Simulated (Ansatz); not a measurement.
We consider Ho₅Ge₃ (P6₃/mcm, No. 193; cell taken from a computed entry), described by PBEsol (plane waves, PAW; Ansatz, a program for electronic structure).

Settings: plane-wave cutoff 500 eV, 6×6×6 k mesh, Fermi–Dirac smearing 0.05 eV, spin-polarised start, scalar-relativistic PAW data made under PBE.

Computed at the level's own relaxed cell.

Estimate the equilibrium volume per atom, equilibrium lattice constant a and c axis length that the calculation returns.


- equilibrium volume per atom: 24.99 Å³/atom
- equilibrium lattice constant a: 8.437 Å
- c axis length: 6.486 Å

The run finds no gap.

Note: the magnetic order was assumed, not searched for or taken from measurement; the relaxation could not lower the start's symmetry, so the cell can be a saddle point above a distorted one; the 4f shell is treated without U or exact exchange, so its levels and filling can be wrong.

Spin–orbit coupling is not included.

Static lattice: no zero-point or thermal effects.

Computing time: roughly 70 core-minutes.
